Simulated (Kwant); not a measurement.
Model system: quantum point contact (saddle potential) in a InAs two-dimensional gas. Effective mass 0.023 mₑ, grid spacing 5 nm, hard walls, nominal width 100 nm (19 grid rows, so walls 100 nm apart), one parabolic valley, scattering region 300 nm long along x; energies count from the band bottom; Fermi energy 0.0152 eV. Potential (V0 + ½k y²) cos²(πx/L) for |x| < L/2, with V0 swept from 0.01596 to 0 eV, k = 4.1e-05 eV/nm², L = 67 nm.

Constants are typed, rounded textbook-type inputs, not results; the design itself was drawn at random and stands for no fabricated device.

Computed with Kwant: effective-mass tight-binding model on a square grid, one spin, coherent transport at 0 K. Conductance is in e²/h.

### Question
Compare with the saddle-point formula G = Σ 1/(1 + exp(−2π(E − V0 − ħωy(n + ½))/ħωx)), taking ħωy = ħ√(k/m) and ħωx from the curvature along x of V0 plus half of the mode's confinement energy.

### Answer
ħωy = 11.7 meV; at V0 = 13.0 meV the lowest mode has ħωx = 15.2 meV.

```tsv
V0 (meV)	formula	simulation
15.0	0.10	0.12
13.0	0.19	0.22
10.9	0.35	0.39
8.79	0.58	0.62
6.71	0.83	0.84
4.63	0.99	0.99
```

The formula takes a parabolic saddle in the continuum; the run has the full potential on a grid.
